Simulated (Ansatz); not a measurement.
Take GaP in the zinc blende structure (space group F-43m, No. 216) as the base.

```
CELL_PARAMETERS angstrom
      0.00000     2.71949     2.71949
      2.71949     0.00000     2.71949
      2.71949     2.71949     0.00000
ATOMIC_POSITIONS crystal
  P  0.75000 0.75000 0.75000
  Ga 0.00000 0.00000 0.00000
```

The other end (x = 1) is AsP in the zinc blende structure (space group F-43m, No. 216; a hypothetical phase, not in the database extracts checked): 23.90 Å³/atom, gap zero; this end may not be an ambient phase.

The values are results of PBEsol (Ansatz, an electronic-structure program; PAW; 420 eV plane waves; no SOC), earlier PAW set, not measurements.

As replaces a fraction x of Ga; each row is one arrangement (x, atoms in the cell, starting space group or random), fully relaxed.

One change was made to it. Results:

| quantity | base | after |
|---|---|---|
| mixing energy (to 0.01 eV only: unlike meshes or grids) (against an end that may be hypothetical) | – | -0.02 eV/atom |
| volume per atom | 20.11 Å³ | 21.40 Å³ |
| mean first-shell distances | – | Ga–P 2.320 Å (end compound 2.355 Å), As–P 2.480 Å (end compound 2.494 Å) |

Problem. Which of these changes matches the shifts?
(A) x(As) = 0.333, 6 atoms, P3m1
(B) x(As) = 0.25, 8 atoms, Pmm2
(C) x(As) = 0.5, 4 atoms, R3m
(D) x(As) = 0.25, 8 atoms, I-42m
(E) x(As) = 0.75, 8 atoms, P-4m2

Solution. E, x(As) = 0.75, 8 atoms, P-4m2. For comparison, the mean first-shell distances in the other runs: x(As) = 0.25, 8 atoms, I-42m gives Ga–P 2.357 Å (end compound 2.355 Å), As–P 2.509 Å (end compound 2.494 Å); x(As) = 0.25, 8 atoms, Pmm2 gives Ga–P 2.362 Å (end compound 2.355 Å), As–P 2.502 Å (end compound 2.494 Å); x(As) = 0.333, 6 atoms, P3m1 gives Ga–P 2.428 Å (end compound 2.355 Å), As–P 2.362 Å (end compound 2.494 Å); x(As) = 0.5, 4 atoms, R3m gives Ga–P 2.455 Å (end compound 2.355 Å), As–P 2.404 Å (end compound 2.494 Å).

Each cell is one ordered arrangement of few atoms, which overstates ordering effects compared with a random alloy. No phonon test of stability was made. The final runs are not spin-polarised. Under x(As) = 0.75, 8 atoms, P-4m2, x(As) = 0.333, 6 atoms, P3m1 and x(As) = 0.5, 4 atoms, R3m the cell changed shape so far that it is another structure. The zero or small gap of Ga3AsP4 can change with the level of theory.
